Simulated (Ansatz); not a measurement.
# Te (space group P3_121, No. 152; made of chains)

```cif
data_Te3
_chemical_formula_sum 'Te3'
_space_group_name_H-M_alt 'P 1'
_space_group_IT_number 1
_cell_length_a 4.52111
_cell_length_b 4.52111
_cell_length_c 5.95492
_cell_angle_alpha 90.000
_cell_angle_beta 90.000
_cell_angle_gamma 120.000
loop_
_space_group_symop_operation_xyz
  'x, y, z'
loop_
_atom_site_label
_atom_site_type_symbol
_atom_site_fract_x
_atom_site_fract_y
_atom_site_fract_z
_atom_site_occupancy
Te1 Te 0.26812 0.00000 0.33333 1
Te2 Te 0.00000 0.26812 0.66667 1
Te3 Te 0.73188 0.73188 0.00000 1
```

Calculations: DFT with PBE, PAW potentials and a 420 eV plane-wave cutoff in Ansatz (a quantum-chemistry and plane-wave program), without spin-orbit coupling, earlier PAW set. Settings: 9×9×6 k-points, 0.05 eV Fermi–Dirac smearing.

The volume per atom is 35.14 Å³, the density comes out as 6.03 g/cm³ and the band gap is 0.23 eV, indirect, L–H (80 % along) → H. The electron mass is 0.065 mₑ along c, 0.046 mₑ across and the total energy comes out as -6980.054 eV/atom (σ→0; compares only within this code and set-up).

With Te present, leaving out spin-orbit coupling can change the band edges. Effective masses come from finite differences of ±0.01 Å⁻¹. Whether these cells are dynamically stable was not tested. No dispersion term is included, though the crystal is made of layers, chains or molecules, so its spacings can come out too wide. A zero or small gap of Te can be the functional's error rather than a property of the material.
